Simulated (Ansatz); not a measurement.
Na3N (model structure, started from the D03 type, Fm-3m, No. 225, 4 atoms in the cell), treated with PBE0 (Ansatz, an electronic-structure program, PAW).

Settings: plane-wave cutoff 460 eV, 8×8×8 k mesh, Fermi–Dirac smearing 0.01 eV, scalar-relativistic PAW data made under PBE.

Cell (relaxed with PBEsol):

Space group Fm-3m (No. 225); a = 6.194 Å, b = 6.194 Å, c = 6.194 Å, α = 90.00°, β = 90.00°, γ = 90.00°

```csv
atom,site,symmetry,x,y,z
N,4a,m-3m,0.0000,0.0000,0.0000
Na,4b,m-3m,0.5000,0.5000,0.5000
Na,8c,-43m,0.2500,0.2500,0.2500
```
(The calculation used a cell of 4 atoms; values per cell refer to that cell.)

### Question
What does this level give for the band gap?

### Answer

band gap: 1.00 eV (on the SCF k mesh) (direct)

Note: the relaxation could raise the start's symmetry but not lower it, so the cell can be a saddle point; cell and atoms aren't relaxed at this level (pressure -1.1 GPa).

Static lattice: no zero-point or thermal effects.

Cost on a shared machine: roughly 5 core-minutes.

A model structure was made by putting elements into a prototype or built by hand; it is no filed structure, need not be a known phase, and can be a saddle point held by its symmetry.
